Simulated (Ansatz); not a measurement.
## Response to strain in BN

Start from BN (space group P6_3/mmc, No. 194; a = 2.5005 Å, c = 6.4117 Å; layered, stacked along the Cartesian z axis).

Strains are applied to the cell and any free atomic positions relax.

Calculations: PBEsol-D3(BJ) (Ansatz, a quantum-chemistry and plane-wave program, PAW, no SOC).

Notes on the quantities. pressure: mean of the normal stresses, compression positive.

```json
[
 {"isotropic strain (%)": "-3", "pressure (GPa)": "27.5"},
 {"isotropic strain (%)": "-2.4", "pressure (GPa)": "21.2"},
 {"isotropic strain (%)": "-1.8", "pressure (GPa)": "?"},
 {"isotropic strain (%)": "-1.2", "pressure (GPa)": "9.8"},
 {"isotropic strain (%)": "-0.6", "pressure (GPa)": "4.7"},
 {"isotropic strain (%)": "0", "pressure (GPa)": "0.0"}
]
```

Question: Fit P = P₀ − Bδ + Cδ² with δ = (1 + ε)³ − 1 to the rows shown and predict the withheld row.

Answer: Least squares on the printed values gives P₀ = 0.0 GPa, B = 248 GPa (at held cell shape), C = 763 GPa (largest residual 0.0 GPa); this predicts 15.3 GPa, and the run gives 15.3 GPa, in agreement.

Stability against distortions was not tested.
